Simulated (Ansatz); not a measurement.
Consider the following.

End structure of a constructed model of the (110) surface of bcc Mo, a cell of two sites (a+b, b-a) surface alloy, Sn on one Mo site of the top plane (bottom of the slab: a bare face, its two planes held):

```
CELL_PARAMETERS angstrom
      1.82490     2.58080     0.00000
     -3.64980     2.58080     0.00000
      0.00000     0.00000    27.50000
ATOMIC_POSITIONS crystal
  Mo 0.50000 0.00000 0.29763
  Mo 0.00000 0.50000 0.29763
  Mo 0.00000 0.00000 0.37891
  Mo 0.50000 0.50000 0.37891
  Mo 0.50000 0.00000 0.45989
  Mo 0.00000 0.50000 0.46050
  Mo 0.00000 0.00000 0.54209
  Mo 0.50000 0.50000 0.54099
  Mo 0.50000 0.00000 0.62126
  Mo 0.00000 0.50000 0.62366
  Sn 0.00000 0.00000 0.71677
  Mo 0.50000 0.50000 0.69902
```

Slab: 12 atoms, 11.1 Å thick at the start with caps and adatoms (thin: gaps and levels are the slab's own); k 12x9x1, smearing 0.1 eV, dipole-corrected; 4 atoms held, the rest relaxed; start symmetry kept, larger cells not searched; no spin, no spin-orbit, no U. It is one candidate, not shown to be the stable structure of the face.

What work function of the top face does PBE (Ansatz, an electronic-structure program) give?

4.18 eV
